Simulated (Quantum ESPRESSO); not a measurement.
A working Quantum ESPRESSO input for SrAg (P1, 16 atoms in the cell) (DFT, PBEsol, plane waves, GBRV 1.5 ultrasoft (PBESOL) pseudopotentials):

```fortran
&control
   calculation = 'scf'
   outdir = './out'
   pseudo_dir = './'
   tprnfor = .true.
   tstress = .true.
/
&system
   ibrav = 0
   nat = 16
   ntyp = 2
   ecutwfc = 40
   ecutrho = 320
   occupations = 'smearing'
   smearing = 'cold'
   degauss = 0.0099958
/
&electrons
   conv_thr = 1.0e-11
   mixing_beta = 0.3
/
ATOMIC_SPECIES
Sr    87.6200  sr_pbesol_v1.uspp.F.UPF
Ag   107.8682  ag_pbesol_v1.4.uspp.F.UPF
ATOMIC_POSITIONS crystal
Sr    0.532702000    0.247832000    0.755363000
Sr    0.468731000    0.755397000    0.254921000
Sr    0.965599000    0.753426000    0.250937000
Sr    0.034756000    0.253299000    0.753164000
Sr    0.786736000    0.238735000    0.988028000
Sr    0.214095000    0.745772000    0.010192000
Sr    0.717162000    0.753895000    0.489493000
Sr    0.281541000    0.248278000    0.509193000
Ag    0.613531000    0.246482000    0.247351000
Ag    0.389756000    0.748988000    0.757567000
Ag    0.891838000    0.755996000    0.738296000
Ag    0.107564000    0.251992000    0.252893000
Ag    0.856421000    0.262853000    0.501837000
Ag    0.144525000    0.754146000    0.505336000
Ag    0.638271000    0.737133000   -0.007759000
Ag    0.356774000    0.245777000    0.993189000
K_POINTS automatic
1 4 3  0 0 0
CELL_PARAMETERS angstrom
  16.835910000     0.000000000     0.000000000
   0.000000000     4.725380000     0.000000000
   0.000000000     0.000000000     6.372930000
```

The run converged in 21 iterations: free energy E − TS -39799.2341 eV; Fermi level (on the code's own zero) 9.01 eV; pressure -2.04 GPa; largest force (vector length) 0.259 eV/Å. Each of these slips is then made, one at a time:

(1)
```diff
-   ntyp = 2
+   ntyp = 1
```

(2)
```diff
-ATOMIC_POSITIONS crystal
+ATOMIC_POSITIONS cartesian
```

### Question
How does each altered input end?

### Answer

(1) A species count that does not match the list of species. The program stopped before any SCF iteration.
```
Error in routine read_cards (9):
species Ag in ATOMIC_POSITIONS is nonexistent
```

(2) A value that the program does not know. The program stopped before any SCF iteration.
```
Error in routine read_cards (1):
unknown option for ATOMIC_POSITION: ATOMIC_POSITIONS CARTESIAN
```

The starting cell comes from a database of computed structures (which also holds hypothetical and non-ambient phases and stackings), without a prior relaxation at this level. Its atoms were displaced at random from the sites of space group no. 62. Without a gap this mesh is coarse (it stands for a supercell whose shortest vector is 17 Å).

Left out of this page: 1 run of the series stopped by limits of time or memory; 2 runs of the series outside the window shown, repeating another row's setting, or not comparable; 1 run of the series unsound by tests on forces, stress, charge or solver warnings.
